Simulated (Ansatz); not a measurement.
## WGe₂ (model structure, started from the C54 type, Fddd, No. 70, 6 atoms in the cell): properties by level of theory

| level (code) | volume per atom (Å³/atom) | formation enthalpy (eV/atom) |
|---|---|---|
| PBE (Ansatz) | 15.51 | … |
| PBEsol (Ansatz) | 14.97 | 0.106 |
| PBE-D3(BJ) (Ansatz) | … | 0.104 |

What belongs in the gaps?


- PBE (Ansatz, a quantum-chemistry and plane-wave program), formation enthalpy (eV/atom): 0.208
- PBE-D3(BJ) (Ansatz), volume per atom (Å³/atom): 15.01

Ansatz's density-functional and Hartree–Fock values are scalar-relativistic unless marked +SOC, with PAW data made under PBE.

Computed values are for the static lattice.

A model structure was made by putting elements into a prototype or built by hand; it is no filed structure, need not be a known phase, and can be a saddle point held by its symmetry.
